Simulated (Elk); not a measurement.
Input and output of a self-consistent single point for CdAg (R-3m, 2 atoms in the cell) (Elk).

Computed with LDA (PW92), all-electron FP-LAPW, Elk's shipped species files, APW+lo basis with extra local orbitals run with Elk.

The change in words: lattice scaled by 0.98. Reference geometry:
```
CdAg
1.0
    1.47505     0.85162     4.67050
   -1.47505     0.85162     4.67050
    0.00000    -1.70324     4.67050
Cd Ag
1 1
Cartesian
  0.00000   0.00000   7.00575
  0.00000   0.00000   0.00000
```

Reference input (self-consistent single point, DFT, LDA (PW92), all-electron FP-LAPW, Elk's shipped species files, APW+lo basis with extra local orbitals): xctype = 3; rgkmax = 8; stype = 3; swidth = 0.00183747 Ha; ngridk = 10 10 10; gmaxvr = 14 1/bohr; nxlo = 2; lorbcnd = true; rmtscf = 0.99; lmaxi = 3. This run's input differs from it in these lines:

```diff
@@ -34,5 +34,5 @@
 avec
-    1.4750522864    0.8516218346    4.6705020000
-   -1.4750522864    0.8516218346    4.6705020000
-    0.0000000000   -1.7032436693    4.6705020000
+    1.4455513531    0.8345897278    4.5770919517
+   -1.4455513531    0.8345897278    4.5770919517
+    0.0000000000   -1.6691786606    4.5770920966
```

Output, abridged:

```
│ Self-consistent loop started │
│ Loop number : 1 │
 total energy                :     -10902.8755535
│ Loop number : 2 │
 total energy                :     -10903.1697988
RMS change in Kohn-Sham potential (target) :   0.7930118340E-01 (  0.1000000000E-05)
Absolute change in total energy (target)   :   0.2942453075     (  0.1000000000E-03)
│ Loop number : 3 │
 total energy                :     -10903.8447551
RMS change in Kohn-Sham potential (target) :   0.7094137799E-01 (  0.1000000000E-05)
Absolute change in total energy (target)   :   0.7485175581     (  0.1000000000E-03)
│ Loop number : 4 │
   [... lines left out ...]
Absolute change in total energy (target)   :   0.4250162729E-03 (  0.1000000000E-03)
│ Loop number : 18 │
 total energy                :     -10903.4508337
RMS change in Kohn-Sham potential (target) :   0.3709470443E-06 (  0.1000000000E-05)
Absolute change in total energy (target)   :   0.1064115786E-03 (  0.1000000000E-03)
│ Loop number : 19 │
 total energy                :     -10903.4508305
RMS change in Kohn-Sham potential (target) :   0.1452587568E-06 (  0.1000000000E-05)
Absolute change in total energy (target)   :   0.2338968989E-04 (  0.1000000000E-03)
Convergence targets achieved

│ Loop number : 20 │

Energies :
 Fermi                       :     0.305737202032
 total energy                :     -10903.4508288

Density of states at Fermi energy :    18.02321230
 (states/Hartree/unit cell)

Estimated indirect band gap :   0.9367431187E-03
 from k-point     31 to k-point     66
Estimated direct band gap   :   0.1677014558E-01
 at k-point     66

Charges :
 core                        :    58.00000000
 valence                     :    37.00000000
 interstitial                :    2.159274481
 muffin-tins (core leakage)
  species :    1 (Cd)
   atom    1                 :    46.80496169     (  0.2891294696E-03)
  species :    2 (Ag)
   atom    1                 :    46.03576383     (  0.1675694250E-08)
 total in muffin-tins        :    92.84072552
 total calculated charge     :    94.99845075
 total charge                :    95.00000000
 error                       :   0.1549249325E-02

│ Self-consistent loop stopped │
```

The run converged in 20 iterations. The count includes the last loop, which Elk runs after its targets are met. Against the reference run the free energy rises by 10.2 meV/atom.

The starting cell comes from a database of computed structures (which also holds hypothetical and non-ambient phases and stackings), without a prior relaxation at this level. Its lattice was rescaled by a random factor within 2.5 % of one. For this run, on top of that: lattice scaled by 0.98. Values depend on the basis (sphere radii, cutoffs, local orbitals), which need not be converged. The log's line on a gap gives a spacing of levels on this mesh, which the program prints for metals too.
